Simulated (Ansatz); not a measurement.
Input:

End structure of the (20-21) surface of hcp Cd in its 1x1 cell, outermost plane spacing 0.21 Å in the ideal cut:

```xyz
18
Lattice="3.0350 0.0000 0.0000 -1.5175 11.7236 0.0000 0.0000 0.0000 26.5000" Properties=species:S:1:pos:R:3 pbc="T T T"
Cd     1.5171     1.7711     8.5701
Cd     1.5169    10.9841     7.7987
Cd     1.5170     6.8649     9.5604
Cd    -0.0003     4.3340     9.0365
Cd     0.0000     0.3197    11.1032
Cd    -0.0007     9.4407     9.9846
Cd    -0.0003     5.9088    12.1899
Cd     1.5173     3.1066    11.6271
Cd     1.5180    -0.0619    13.7996
Cd     1.5170     8.8391    12.7004
Cd     1.5177     5.6706    14.8729
Cd     0.0003     2.8684    14.3101
Cd     1.5182    11.0602    16.5154
Cd     0.0000     8.4575    15.3968
Cd     0.0003     4.4432    17.4635
Cd     1.5180     1.9123    16.9396
Cd     0.0006     9.5167    18.7013
Cd     1.5179     7.0062    17.9299
```

Set-up: 18 atoms, 10.5 Å thick at the start (thin: gaps and levels are the slab's own); mesh 12x4x1; 0.1 eV smearing; dipole correction on; all atoms relaxed; held to the part of the start's symmetry that mesh and held atoms allow; no spin, no spin-orbit, no U.

### Question
What is the computed work function of the top face (PBE (Ansatz, an electronic-structure program))?

### Answer
3.92 eV

### Question
What is the computed surface energy (mean of both faces) (PBE)?

### Answer
0.31 J/m²
